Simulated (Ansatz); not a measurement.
Base system: IrO2 in the rutile structure (space group P4_2/mnm, No. 136; a = 4.529 Å, c = 3.180 Å).

Level of theory: DFT with PBE, PAW potentials and a 420 eV plane-wave cutoff in Ansatz (an electronic-structure program), no spin-orbit coupling.

For the base:

The lattice parameter a comes out as 4.529 Å.

Perturbation: every O is replaced by F; the structure is relaxed again.

Task: What happens to the lattice parameter a?

Result: The lattice parameter a grows by 0.179 Å (4.529 Å → 4.708 Å).

Whether these cells are dynamically stable was not tested. As relaxed here, IrF2 is a hypothetical phase, not in the database extracts checked. No Hubbard U is applied, and correlation can decide whether such a compound is a metal. All final runs are without spin polarisation.
